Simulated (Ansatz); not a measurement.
**Si, response to strain**

The reference is Si (space group P6_3/mmc, No. 194; a = 3.832 Å, c = 6.342 Å; a cell from a computed database, its experimental status unchecked). Axes: x lies along a and z along c of the hexagonal cell.

Strains are applied to the cell and any free atomic positions relax; under biaxial strain the out-of-plane vector relaxes too.

Level of theory: r2SCAN in Ansatz (plane waves to 500 eV, PAW, no spin-orbit coupling), earlier PAW set.

Notes on the quantities. pressure: mean of the normal stresses, compression positive.

```csv
change,pressure,shortest interatomic distance,width of the top valence band,gap character
base,0.0 kbar,2.353 Å,3.56 eV,"indirect, Γ → M"
"biaxial strain −1.88 %, plane normal [001], relaxed out of plane",31.9 kbar,2.323 Å,3.83 eV,"indirect, Γ → M"
"biaxial strain −0.77 %, plane normal [001], relaxed out of plane",12.6 kbar,2.340 Å,3.67 eV,"indirect, Γ → M"
"biaxial strain +0.59 %, plane normal [001], relaxed out of plane",-9.3 kbar,2.362 Å,3.48 eV,"indirect, Γ → M"
isotropic strain −1.06 %,33.1 kbar,2.328 Å,3.69 eV,"indirect, Γ → M"
isotropic strain +0.92 %,-25.2 kbar,2.374 Å,3.45 eV,"indirect, Γ → M"
isotropic strain +2.72 %,-65.7 kbar,2.416 Å,3.26 eV,"indirect, Γ → M"
uniaxial strain ε_yy = +4.12 %,-35.4 kbar,(withheld),–,"indirect, Γ → S"
uniaxial strain ε_zz = −2.01 %,(withheld),2.339 Å,3.54 eV,"indirect, Γ → M"
uniaxial strain ε_zz = −1.86 %,19.4 kbar,2.341 Å,3.54 eV,"indirect, Γ → M"
```

Q: Complete the table.

A: 
- uniaxial strain ε_yy = +4.12 %, shortest interatomic distance: 2.380 Å
- uniaxial strain ε_zz = −2.01 %, pressure: 21.1 kbar

No phonon test of stability was made. This is not the structure that Si has at room temperature and ambient pressure. k-point labels follow each cell's own Brillouin zone.

Ansatz is a program for electronic structure.
